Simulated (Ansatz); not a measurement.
TaRu (P4/mmm, No. 123, 2 atoms in the cell; start mp-1217908)

The numbers are results of PBEsol in Ansatz (PAW), not measurements.

Settings: plane-wave cutoff 520 eV, 20×20×14 k mesh (along the axes of the cell as run), Fermi–Dirac smearing 0.05 eV, no spin polarisation, scalar-relativistic PAW data made under PBE.

Cell (relaxed at this level):

```cif
data_RuTa
_chemical_formula_sum 'Ta1 Ru1'
_space_group_name_H-M_alt 'P 1'
_space_group_IT_number 1
_cell_length_a 3.02521
_cell_length_b 3.02521
_cell_length_c 3.38383
_cell_angle_alpha 90.000
_cell_angle_beta 90.000
_cell_angle_gamma 90.002
loop_
_space_group_symop_operation_xyz
  'x, y, z'
loop_
_atom_site_label
_atom_site_type_symbol
_atom_site_fract_x
_atom_site_fract_y
_atom_site_fract_z
_atom_site_occupancy
Ta1 Ta 0.50000 0.50000 0.50000 1
Ru1 Ru 0.00000 0.00000 0.00000 1
```

```json
{
 "bulk modulus B0": "275 GPa"
}
```

Note: the run has no spin polarisation, so it can have missed a magnetic state; the bulk modulus is −V dP/dV from two relaxed cells at ±2 % in volume; the relaxation could not lower the start's symmetry, so the cell can be a saddle point above a distorted one.

Spin–orbit coupling is not included.

Static lattice: no zero-point or thermal effects.

Computing time: around 7 core-minutes (rough).

A start named mp-… is a Materials Project structure, which need not be a measured phase.

Ansatz is a quantum-chemistry and plane-wave program.
